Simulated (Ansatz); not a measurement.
ZnO, response to strain

Start from ZnO in the wurtzite structure (space group P6_3mc, No. 186; a = 3.187 Å, c = 5.153 Å).

Strains are applied to the cell and any free atomic positions relax.

Method: LDA/PAW in Ansatz (a quantum-chemistry and plane-wave program), without spin-orbit coupling.

Candidates:
(a) isotropic strain −1.20 %
(b) isotropic strain −3.00 %
(c) isotropic strain −1.80 %
(d) isotropic strain −2.40 %

Before the change:

| Property | Value |
|---|---|
| Band gap | 0.80 eV |

Problem. Order them by band gap, lowest first.

Solution. (a) isotropic strain −1.20 % (0.86 eV), (c) isotropic strain −1.80 % (0.89 eV), (d) isotropic strain −2.40 % (0.91 eV), (b) isotropic strain −3.00 % (0.94 eV)

Stability against distortions was not tested.
